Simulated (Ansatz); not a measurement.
Response to strain in Hf

The reference is Hf in the hcp (Mg type) structure (space group P6_3/mmc, No. 194; relaxed with 0.1 eV smearing).

```
CELL_PARAMETERS angstrom
      3.19829     0.00000     0.00000
     -1.59915     2.76980     0.00000
      0.00000     0.00000     5.04882
ATOMIC_POSITIONS crystal
  Hf 0.66667 0.33333 0.75000
  Hf 0.33333 0.66667 0.25000
```

Cartesian axes are those of the cell as printed.

Strains are applied to the cell and any free atomic positions relax; under biaxial strain the out-of-plane vector relaxes too.

Computed with r2SCAN/PAW in Ansatz (a first-principles code), scalar-relativistic without spin-orbit coupling.

| biaxial strain, plane normal [001], relaxed out of plane (%) | out-of-plane strain (%) |
|---|---|
| 0 | 0.00 |
| 0.5 | -0.32 |
| 1 | -0.63 |
| 1.5 | -0.94 |
| 2 | ? |
| 2.5 | -1.56 |
| 3 | -1.87 |

Fit ε⊥ = −νε + γε² (strains in %) to the rows shown and predict the withheld row.

Least squares on the printed values gives ν = 0.63 (the biaxial Poisson response) and γ = 0.003 (largest residual 0.00 %); this predicts -1.25 %, and the run gives -1.25 %, in agreement.

No phonon test of stability was made. All final runs are without spin polarisation.
